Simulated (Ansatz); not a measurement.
**V_Cu+Si_Cu (fcc Cu host)**

Calculation: PBE, PAW (plane waves to 420 eV; Ansatz, a quantum-chemistry and plane-wave program). Details: 32-site cell; 6×6×6 shifted k-points; start: the Cu site; Cu 2.57 Å away; no Hubbard U; not converged in cell size; the relaxation kept the symmetry of the starting site; relaxed from one start, so a lower configuration may exist.

Neighbours after relaxation, in Å: of the emptied site: Cu 2.51, Cu 2.51, Cu 2.51, Cu 2.51, Cu 2.54, Cu 2.54, Cu 2.54, Cu 2.54 (the shell may go on); of the Si atom: Cu 2.52, Cu 2.52, Cu 2.52, Cu 2.52, Cu 2.55, Cu 2.56, Cu 2.56, Cu 2.57 (the shell may go on).

Formation energies E_f are those of the neutral cell. Chemical conditions: host crystal and elements as references (Δμ(Cu) = 0.00 eV, Δμ(Si) = 0.00 eV; Si taken from its element, since no compound that bounds it was computed at this level; only phases computed here count, gases as isolated molecules at 0 K). Reference phases: Cu: fcc Cu, Si: silicon.

```
charge         moment (μB)  point group  largest move off a lattice site (Å)  E_f, host crystal and elements as references (eV)
------  ------------------  -----------  -----------------------------------  -------------------------------------------------
0       not spin-polarised          C2v                                 0.06                                               0.68
```

Point groups are those of the whole cell at tolerances of 0.03 and 0.1 Å ("near" where only the looser one holds); none is given for unsettled states.

All states together cost around 60 core-minutes (rough).
